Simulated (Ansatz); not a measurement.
The reference is CdS in the wurtzite structure (space group P6_3mc, No. 186).

```
CELL_PARAMETERS angstrom
      4.12405     0.00000     0.00000
     -2.06202     3.57153     0.00000
      0.00000     0.00000     6.70939
ATOMIC_POSITIONS crystal
  Cd 0.66667 0.33333 0.00088
  Cd 0.33333 0.66667 0.50088
  S  0.66667 0.33333 0.62432
  S  0.33333 0.66667 0.12432
```

The values are results of PBEsol (Ansatz, a program for electronic structure), spin-orbit coupling left out, not measurements.

```
level   lattice parameter a  lattice parameter c
------  -------------------  -------------------
PBEsol              4.124 Å              6.709 Å
```

**Question.** From these computed values, estimate the measured ones, and say how each level misses.

**Answer.** Measured: lattice parameter a 4.136 Å (temperature not stated; as listed in Ankan Biswas, S.R. Meher, Deepak K. Kaushik, Journal of Physics Conference Series (2022)); lattice parameter c 6.714 Å (temperature not stated; as listed in Ankan Biswas, S.R. Meher, Deepak K. Kaushik, Journal of Physics Conference Series (2022)). Computed minus measured — lattice parameter a: PBEsol -0.3 %; lattice parameter c: PBEsol -0.1 %. Measured values not marked as corrected hold thermal and zero-point effects that the static-lattice runs lack.

Stability against distortions was not tested.
